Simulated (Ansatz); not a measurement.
The cell is made up: elements placed on another compound's structure type, so the phase may be hypothetical.

Tunnelling through a barrier is set by its complex band structure: the current falls as exp(−2κd) with the smallest κ.

Input:

```xyz
8
Lattice="4.0228 0.0000 0.0000 0.0000 9.8028 0.0000 0.0000 4.9014 4.9014" Properties=species:S:1:pos:R:3 pbc="T T T"
Ga     0.0000     6.6266     0.0000
Ga     0.0000     3.1762     0.0000
Ga     2.0114     4.9014     3.1762
Ga     2.0114     9.8028     1.7252
As     0.0000     9.8028     3.1112
As     0.0000     4.9014     1.7902
As     2.0114     8.0126     0.0000
As     2.0114     1.7902     0.0000
```

Space group of this cell: P4_2/mnm. The cell was relaxed by PBE-D3(BJ).

Transport runs along the normal of the first two printed cell vectors.

The gap is the functional's own. No spin-orbit coupling. Mid-gap values are interpolated on the energy grid.

Problem. Estimate the band gap and the smallest decay constant κ at mid-gap that Ansatz (a quantum-chemistry and plane-wave program) with r2SCAN returns for this system.

Solution. Gap 0.96 eV on a 8×6×6 mesh; κ = 0.057 1/Å, at the zone centre.
